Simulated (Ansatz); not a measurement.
A periodic model of amorphous Si24O48Au:

```xyz
73
Lattice="10.4797 0.0000 0.0000 0.0000 10.4797 0.0000 0.0000 0.0000 10.4797" Properties=species:S:1:pos:R:3 pbc="T T T"
Si     3.4740     2.4755     2.4536
Si     1.2730     7.3184     2.7311
Si     3.0011     5.1483     9.2518
Si     3.0176     2.1871    10.0776
Si     9.3875     9.3799     9.8228
Si    10.0243     8.9391     4.4906
Si     6.0640     8.1239     2.2019
Si     1.6399    10.0373     8.9784
Si     7.4552     0.3030     1.2463
Si     2.2092     8.9744     6.0544
Si     5.6864     5.0038     4.7387
Si     3.9928     7.4709     4.2005
Si     1.2279     7.5023    10.2476
Si     7.5802     5.6249     1.4981
Si     9.7727     5.0873     3.6037
Si     5.6906     1.1106     9.1436
Si     3.3982     3.8643     6.3701
Si     8.1736     6.7035     5.5925
Si     1.6179     4.2863     3.8519
Si     7.2220     8.1617     7.8856
Si     3.6180     1.1088     5.3723
Si     6.1866     0.2862     6.8896
Si     5.6674     6.7606    10.0535
Si     6.5517     3.0028     2.4458
O      0.7616     8.4275     5.5259
O      6.9151     6.7316     2.5108
O      4.5706     2.2208     9.5946
O      2.2415     4.3871     5.3132
O      0.0074    10.2188     8.9539
O      8.6888     7.9995     4.7714
O      4.4688     5.8990     4.0565
O      6.7150     1.5943     7.9304
O      1.8444     6.3266     9.2785
O      2.6277     3.8855     2.6773
O      6.7036     9.1657     6.7215
O      3.4270     1.7199     3.8665
O      5.1539     8.3927     3.5305
O      2.5493    10.3813     5.3326
O      5.0055     2.7581     2.0615
O      7.1683     6.1557     0.0044
O      9.0996     5.4713     2.1876
O      9.1133     5.4551     5.0188
O      5.1397     0.6435     5.6404
O      5.2629     7.8041     0.7940
O      2.8214     1.7272     1.1713
O      2.7272     7.7239     3.2152
O      0.0894     8.3523     3.0088
O      2.1472     9.2692     7.6410
O      8.9136    10.3336     0.6097
O      6.4247     0.6634     0.0483
O      5.0729    10.3915     8.2192
O      4.9192     4.1069     5.8513
O      7.4241     1.6159     2.2816
O      3.1945     4.7440     7.6925
O      6.5403     3.8988     3.8491
O      3.4356     7.9038     5.6820
O      6.9545     9.4613     2.0587
O      6.6636     6.1397     5.3528
O      8.0421     9.0117     9.0055
O      7.1251     4.0754     1.3738
O      0.8838     5.8581     3.5600
O      5.9438     7.4336     8.6086
O      0.0950     3.6515     3.7269
O      2.4998     3.7516     9.9729
O      1.3866     6.8075     1.2237
O      8.2212     7.0350     7.1902
O      2.2268     1.0524     9.2157
O     10.1161     7.9142    10.1299
O      2.0311     8.9362    10.1539
O      9.7557     0.0138     4.4164
O      3.1773     2.2546     6.4777
O      4.4158     5.7006     9.8970
Au     8.2645     0.9135     5.6418
```

The numbers are results of PBE, scalar-relativistic without spin-orbit coupling (plane waves to 420 eV, PAW; Ansatz, a quantum-chemistry and plane-wave program), not measurements. In the spin-polarised cell the level spacing at the Fermi energy can part levels of unlike spin.

Preparation: random packing, a CHGNet melt and quench, and a DFT relaxation. O atoms were pushed apart under 1.9 Å during the dynamics, to hinder bonds among them. The hot cell started wider than the set density and was brought back towards it in steps. It is the lowest in DFT energy of 2 quenches. It is a model cell: composition and starting density were chosen by hand, and all elements were melted together. No dispersion term was used. Its density started from a set value of 2.46 and ended at 2.36 g/cm³. Cooling (nominally 320 K/ps over its main leg) ran many orders faster than in experiment, which tends to leave more defects and strain. Values belong to this one cell and scatter from quench to quench. The volume was free in the relaxation, at fixed shape. Stress components on the final sampling reach 1.7 GPa.

Bonds are counted up to Si-Si 2.60 Å, Si-O 1.94 Å, Si-Au 2.72 Å, O-O 1.58 Å, O-Au 2.42 Å, Au-Au 2.99 Å. Two cations that share two anions don't count as bonded, nor two that share one unless they lie closer than Si-Si 2.38 Å, Si-Au 2.64 Å, Au-Au 2.91 Å.

**Question.** Give the coordination numbers, mean bond lengths and angles.

**Answer.** 
```json
{
 "Mean coordination of Si by anions": "4.00 (24 with 4); 1 close contacts or bonds to cations besides",
 "Mean coordination of O": "2.02 (47 with 2, 1 with 3)",
 "Mean coordination of Au by anions": "1.00 (1 with 1); 1 close contacts or bonds to cations besides",
 "Mean Si-O bond": "1.643 Å (spread 0.035 Å, 96 counted)",
 "Bond angle at Si": "mean 109.2°, spread 8.9°",
 "Bond angle at O": "mean 134.9°, spread 17.0°"
}
```

**Question.** Which atoms depart from the most common coordination of their element?

**Answer.** Si22 has 5 (O43 1.67 Å, O35 1.69 Å, O32 1.75 Å, O51 1.77 Å, Au73 2.50 Å); O61 has 3 (Si2 1.72 Å, Si19 1.76 Å, Si15 1.77 Å).

**Question.** List the pairs of like atoms that count as bonded by the rules above.

**Answer.** There are none by these rules.

**Question.** What Bader charges do the atoms carry, from a run on the zone centre alone?

**Answer.** Means (range): Si +3.27 e (+3.06 to +3.29), O -1.63 e (-1.68 to -1.37), Au -0.01 e (-0.01 to -0.01).
```
atom  charge (e)
----  ----------
Si1        +3.29
Si2        +3.28
Si3        +3.29
Si4        +3.28
Si5        +3.27
Si6        +3.25
Si7        +3.28
Si8        +3.28
Si9        +3.29
Si10       +3.29
Si11       +3.28
Si12       +3.28
Si13       +3.27
Si14       +3.27
Si15       +3.24
Si16       +3.25
Si17       +3.29
Si18       +3.28
Si19       +3.25
Si20       +3.28
Si21       +3.29
Si22       +3.06
Si23       +3.27
Si24       +3.28
O25        -1.65
O26        -1.64
O27        -1.65
O28        -1.64
O29        -1.64
O30        -1.65
O31        -1.64
O32        -1.59
O33        -1.63
O34        -1.64
O35        -1.62
O36        -1.66
O37        -1.63
O38        -1.65
O39        -1.65
O40        -1.63
O41        -1.63
O42        -1.63
O43        -1.64
O44        -1.64
O45        -1.63
O46        -1.65
O47        -1.64
O48        -1.65
O49        -1.63
O50        -1.66
O51        -1.62
O52        -1.64
O53        -1.63
O54        -1.65
O55        -1.65
O56        -1.63
O57        -1.64
O58        -1.65
O59        -1.65
O60        -1.64
O61        -1.68
O62        -1.63
O63        -1.60
O64        -1.63
O65        -1.64
O66        -1.63
O67        -1.64
O68        -1.64
O69        -1.64
O70        -1.37
O71        -1.64
O72        -1.64
Au73       -0.01
```
